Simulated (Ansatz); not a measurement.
# Response to strain in hypothetical rutile WSe2

Take WSe₂ in the rutile structure (space group P4_2/mnm, No. 136; a = 6.1506 Å, c = 3.3110 Å; a hypothetical phase, not in the database extracts checked) as the base. Axes: x, y, z lie along a, b, c of the conventional cell.

Strains are applied to the cell and any free atomic positions relax; under biaxial strain the out-of-plane vector relaxes too.

Levels (all Ansatz, a first-principles code, PAW): PBEsol (420 eV, spin-orbit coupling left out); r2SCAN (500 eV, no spin-orbit coupling).

Pressures by level, all at the geometries relaxed with PBEsol:

| case | PBEsol | r2SCAN |
|---|---|---|
| base | 0.0 GPa | 2.7 GPa |
| biaxial strain +0.82 %, plane normal [001], relaxed out of plane | -1.3 GPa | ___ |
| isotropic strain −1.34 % | 5.7 GPa | ___ |
| uniaxial strain ε_zz = +0.40 % | -0.4 GPa | 2.2 GPa |

Problem. Complete the table.

Solution. 
- biaxial strain +0.82 %, plane normal [001], relaxed out of plane, r2SCAN: 1.4 GPa
- isotropic strain −1.34 %, r2SCAN: 8.8 GPa

Single points use the geometry relaxed with PBEsol. Their cutoffs differ, which shifts pressures a little. Without a gap, meshes like the base's 8×8×14 leave anisotropic stresses uncertain by several tenths of a GPa, and small strain energies with them. No phonon test of stability was made. All final runs are without spin polarisation. WSe2 has a high density of states at the Fermi level and may be magnetic at this level.
